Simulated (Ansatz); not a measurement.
A periodic model of amorphous Ti20O43Lu2:

```xyz
65
Lattice="9.4797 0.1006 -0.0692 0.1006 9.1284 -0.0280 -0.0692 -0.0280 9.3196" Properties=species:S:1:pos:R:3 pbc="T T T"
Ti     0.5622     1.6435     1.1852
Ti     3.5759     5.4285     0.7998
Ti     4.3824     0.9527     4.1228
Ti     0.7878     0.0352     7.3929
Ti     1.3051     2.6634     5.1024
Ti     8.2657     4.3043     4.7413
Ti     1.8690     8.5505     3.7309
Ti     4.8420     4.2293     3.2378
Ti     1.1032     5.0082     2.5332
Ti     5.2378     1.4685     6.9982
Ti     4.1269     8.0914     7.5510
Ti     7.2241     4.6639     1.4145
Ti     5.3101     7.5809     2.2466
Ti     8.8522     7.9214     2.0040
Ti     8.2171     3.0619     8.2505
Ti     2.1570     2.9227     8.1137
Ti     0.1074     5.8222     8.8380
Ti     8.8724     7.6542     5.4489
Ti     6.9701     5.7465     7.1210
Ti     3.8389     4.7295     6.6256
O      8.7079     5.7050     1.9913
O      4.2103     7.1095     0.7098
O      9.1856     1.3014     8.6542
O      4.5840     2.4134     3.0088
O      2.0840     3.9346     6.2237
O      0.9631     6.9982     3.1658
O      1.6206     5.7329     0.8097
O      5.6741     0.1216     3.0645
O      6.2369     7.2969     7.6124
O      8.9969     2.3842     4.6200
O      2.1642     1.8569     0.2287
O      0.9986     0.1857     2.2388
O      3.5818     8.2980     3.4133
O      4.1737     0.0324     6.1064
O      6.9695     7.5968     1.3752
O      5.4986     6.1650     3.2244
O      7.8230     3.0845     0.8007
O      8.0626     3.9112     6.5195
O      9.2479     7.6922     0.1484
O      8.1569     0.6458     1.5835
O      7.0050     3.8429     3.3270
O      2.3270     8.4313     8.0909
O      7.6960     6.1025     5.2660
O      7.7571     5.1914     8.8247
O      0.0863     6.2992     7.1681
O      3.0680     4.8060     2.5633
O      6.8903     1.8602     7.7989
O      0.5335     4.5629     4.3549
O      5.6196     4.6453     7.2218
O      0.7558     3.2019     2.1318
O      4.3817     4.3305     4.9128
O      3.9232     2.5934     7.3020
O      2.3833     1.4126     4.2943
O      0.4887     3.7781     8.5440
O      8.3471     8.5221     3.8953
O      3.1497     4.5292     8.5581
O      5.8419     1.6251     5.1765
O      3.7056     6.4985     6.6868
O      8.4657     8.7436     6.8050
O      1.3168     1.6719     6.7643
O      1.1485     8.3417     5.5635
O      5.3695     4.5924     1.1862
O      5.0505     0.2696     8.5009
Lu     7.3369     8.9647     8.8427
Lu     7.3504     1.4363     3.4713
```

Calculation: PBE, scalar-relativistic without spin-orbit coupling (plane waves to 420 eV, PAW; Ansatz, a quantum-chemistry and plane-wave program).

Preparation: random packing, a CHGNet melt and quench, and a DFT relaxation. O atoms were pushed apart under 1.9 Å during the dynamics, to hinder bonds among them. The hot cell started wider than the set density and was brought back towards it in steps. It is the lowest in DFT energy of 2 quenches. It is a model cell: composition and starting density were chosen by hand, and all elements were melted together. No dispersion term was used. Its density started from a set value of 4.11 and ended at 4.11 g/cm³. Cooling (nominally 300 K/ps over its main leg) ran many orders faster than in experiment, which tends to leave more defects and strain. Values belong to this one cell and scatter from quench to quench. The volume was held where the preparation left it and the shape relaxed, at a PBE pressure of 1.4 GPa. Stress components on the final sampling reach 1.4 GPa. On a 2×2×2 Γ-centred mesh force components of up to 0.16 eV/Å stay, since the relaxation ran on the zone centre alone.

Neighbours within Ti-Ti 3.12 Å, Ti-O 2.42 Å, Ti-Lu 3.62 Å, O-O 1.58 Å, O-Lu 2.78 Å, Lu-Lu 4.11 Å count as bonded. Two cations that share two anions don't count as bonded, nor two that share one unless they lie closer than Ti-Ti 3.04 Å, Ti-Lu 3.52 Å, Lu-Lu 4.00 Å.

### Question
Give the coordination numbers, mean bond lengths and angles.

### Answer

The mean coordination of Ti by anions comes out as 5.40 (13 with 5, 6 with 6, 1 with 7) and the mean coordination of O comes out as 2.84 (11 with 2, 28 with 3, 4 with 4). The mean coordination of Lu by anions is 7.00 (1 with 6, 1 with 8) and the mean Ti-O bond comes out as 1.960 Å (spread 0.134 Å, 108 counted). The mean O-Lu bond is 2.309 Å (spread 0.078 Å, 14 counted), the bond angle at Ti is mean 104.9°, spread 27.6° and the bond angle at O is mean 117.3°, spread 21.1°. The bond angle at Lu comes out as mean 101.2°, spread 30.8°.

### Question
List the pairs of like atoms that count as bonded by the rules above.

### Answer
There are none by these rules.
